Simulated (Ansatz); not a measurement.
# A computed series for ZnO: response to strain

Base system: ZnO in the wurtzite structure (space group P6_3mc, No. 186; a = 3.2795 Å, c = 5.2937 Å).

Strains are applied to the cell and any free atomic positions relax.

Calculations: PBE/PAW in Ansatz (a quantum-chemistry and plane-wave program), scalar-relativistic without spin-orbit coupling.

| case | band gap | electron mass | shortest interatomic distance |
|---|---|---|---|
| base | 0.74 eV | 0.14 mₑ (at Γ) | 1.999 Å |
| isotropic strain +0.60 % | 0.72 eV | 0.13 mₑ (at Γ) | 2.011 Å |
| isotropic strain +1.20 % | ? | 0.13 mₑ (at Γ) | 2.023 Å |
| isotropic strain +1.80 % | ? | ? | 2.035 Å |
| isotropic strain +3.00 % | ? | 0.11 mₑ (at Γ) | 2.059 Å |

### Question
Fill in the withheld entries from the trend.

### Answer

- isotropic strain +1.20 %, band gap: 0.69 eV
- isotropic strain +1.80 %, band gap: 0.66 eV
- isotropic strain +1.80 %, electron mass: 0.12 mₑ (at Γ)
- isotropic strain +3.00 %, band gap: 0.61 eV

Masses are band curvatures over ±0.01 Å⁻¹ around the edge. Stability against distortions was not tested.
